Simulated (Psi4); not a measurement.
Psi4 1.11, WB97X/def2-svp: Ge(Cl)4 ([Cl][Ge]([Cl])([Cl])[Cl]), 5 atoms. The geometry is a generated start, not checked to be a minimum at this level.

```json
{
 "task": "energy",
 "method": "wb97x",
 "basis": "def2-svp",
 "memory": "3 GB",
 "maxiter": "100",
 "keys_of_the_molecule_block": "symmetry c1",
 "scf_type": "df (default)",
 "e_convergence": "1e-06 (default)",
 "d_convergence": "1e-06 (default)",
 "dft_radial_points": "75 (default)",
 "dft_spherical_points": "302 (default)",
 "basis_functions": "104",
 "grid_points": "104490"
}
```

```xyz
5

Cl    -0.9479    -1.5214    -1.1471
Ge     0.0013    -0.0007    -0.0018
Cl     2.0796    -0.4231     0.1677
Cl    -0.2680     1.8788    -0.9586
Cl    -0.8649     0.0663     1.9398
```

With the defaults (diis = true, scf_initial_accelerator = adiis, damping_percentage = 0, guess = auto, which took SAD, soscf = false, soscf_start_convergence = 0.01, diis_max_vecs = 10, level_shift = 0, level_shift_cutoff = 0.01) it converges in 7 SCF iterations. One run each on 2 threads, with these changes:
- guess = sap
- guess = modhuckel
- diis_max_vecs = 3
- soscf = true, soscf_start_convergence = 0.1
- scf_initial_accelerator = ediis
- level_shift = 0.1, level_shift_cutoff = 0.001
- diis_max_vecs = 6
- soscf = true
- diis = false, scf_initial_accelerator = none, damping_percentage = 60

Problem. Which of these changes keep the SCF from converging, or lead it to another solution?

Solution. No convergence: diis = false, scf_initial_accelerator = none, damping_percentage = 60 (the run ends without SCF convergence in 100 iterations). The rest reach the solution of the defaults.

```tsv
setting	SCF iterations	JK calls	end
soscf = true, soscf_start_convergence = 0.1	5	16	same solution
soscf = true	6	17	same solution
the defaults	7	8	same solution
scf_initial_accelerator = ediis	7	8	same solution
diis_max_vecs = 6	7	8	same solution
guess = sap	8	8	same solution
guess = modhuckel	8	21	same solution
level_shift = 0.1, level_shift_cutoff = 0.001	8	9	same solution
diis_max_vecs = 3	10	11	same solution
diis = false, scf_initial_accelerator = none, damping_percentage = 60	100	101	no convergence
```

An SOSCF iteration holds several JK calls; a Hückel guess adds calls on atoms.
